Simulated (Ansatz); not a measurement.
Several settings converged on Mg₃Au (P3m1, 8 atoms in the cell)

```
Mg3Au
1.0
    4.64986     0.00000     0.00000
   -2.32493     4.02690     0.00000
    0.00000     0.00000     8.45142
Mg Au
6 2
Cartesian
  0.00000   0.00000   2.16285
  0.00000   0.00000   6.33856
  0.00000   2.68460   7.79753
  2.32493   1.34230   0.65389
  2.32493   1.34230   3.57182
  0.00000   2.68460   4.87960
  0.00000   2.68460   2.11285
  2.32493   1.34230   6.33856
```

Base method: LDA (PW92), default PAW files made with PBE (plane waves; Ansatz, an electronic-structure program).

Base settings: basis.ecutwfc = 420 eV; kpoints.mp_grid.grid = 5 5 2; hamiltonian.xc = lda; hamiltonian.pseudopotentials = {kind: paw} (the program's default PAW files); scf.occupations.method = gaussian; scf.occupations.width = 0.1 eV.

The count of work is k-points × plane waves × bands × iterations; it is no time. 

**The cutoff for other potential files**

Level: DFT, LDA (PW92), plane waves, harder PAW files (source: ansatz) made with PBE.

In this ladder: hamiltonian.pseudopotentials = {kind: paw, source: ansatz}.

The second cell is the first with its lattice scaled by 0.98.

The mesh stays at the base's, so the ladder's end is converged at best in this setting alone.

The first pressure column holds Ansatz's estimate of the finite-basis (Pulay) stress, which hides part of the cutoff error; the other is without it.

Only quantities that move along the ladder and can be compared are tabulated.

| basis.ecutwfc | free energy less the last step's (meV/atom) | energy of the compressed cell less the first (meV/atom) | pressure (GPa) | pressure without the Pulay estimate (GPa) | largest difference of a force vector from the last step's (eV/Å) | count of work / last |
|---|---|---|---|---|---|---|
| 280 eV | 10098.26 | -62.33 | -5.38 | -404.05 | 0.167 | 0.11 |
| 340 eV | 2078.84 | -4.78 | -2.41 | -103.84 | 0.066 | 0.14 |
| 435 eV | 148.42 | 0.76 | -2.05 | -12.35 | 0.006 | 0.21 |
| 525 eV | 8.10 | -0.46 | -2.04 | -2.85 | 0.000 | 0.27 |
| 620 eV | 0.73 | -0.48 | -2.04 | -2.05 | 0.000 | 0.36 |
| 745 eV | 0.39 | -0.47 | -2.04 | -2.05 | 0.000 | 0.47 |
| 930 eV | 0.16 | -0.47 | -2.04 | -2.04 | 0.000 | 0.65 |
| 1240 eV | 0.00 | -0.48 | -2.04 | -2.04 | 0.000 | 1.0 |

Coarsest basis.ecutwfc that holds the pressure within 1 GPa of the last step, with all finer ones: 340 eV, at 0.14 of the last step's count of work; the step before is off by 3.3 GPa.

Coarsest basis.ecutwfc that holds the forces within 0.01 eV/Å of the last step, with all finer ones: 435 eV, at 0.21 of the last step's count of work; the step before is off by 0.066 eV/Å.

Coarsest basis.ecutwfc that holds the free energy within 1 meV/atom of the last step, with all finer ones: 620 eV, at 0.36 of the last step's count of work; the step before is off by 8.1 meV/atom.

The energy difference between the two cells stays within 1 meV/atom of the last step's from 525 eV on, the total only from 620 eV on: much of the error is common to both cells and cancels.

At the lowest cutoff the pressure without the Pulay estimate lies 402 GPa under the last step's, the usual sign of Pulay stress in an incomplete plane-wave basis.

**The relaxed cell against the cutoff**

On Mg₃Au (P6_3/mmc, 8 atoms in the cell): atoms on their sites.

In this ladder: relax = cell and atoms.

The mesh stays at the base's, so the ladder's end is converged at best in this setting alone.

Only quantities that move along the ladder and can be compared are tabulated.

| basis.ecutwfc | relaxed volume (Å³/atom) | relaxation steps |
|---|---|---|
| 250 eV | 19.195 | 25 |
| 295 eV | 19.154 | 12 |
| 355 eV | 19.148 | 8 |
| 420 eV | 19.144 | 5 |
| 505 eV | 19.144 | 5 |
| 630 eV | 19.143 | 5 |
| 840 eV | 19.143 | 5 |

Coarsest basis.ecutwfc that holds the relaxed volume within 0.019 Å³/atom of the last step, with all finer ones: 295 eV; the step before is off by 0.051 Å³/atom.

At the lowest cutoff the cell relaxes to a volume 0.3 % larger than at the highest. Ansatz relaxes on a stress corrected for the finite basis.

On the base run: the starting cell comes from a database of computed structures (which also holds hypothetical and non-ambient phases and stackings), without a prior relaxation at this level. Its lattice was rescaled by up to half a per cent. One atom was moved a little off its site on purpose. Without a gap this mesh is coarse (it stands for a supercell whose shortest vector is 17 Å).

Left out of this page: 1 run of the series failed or unconverged.

Keys are those of Ansatz 0.2.
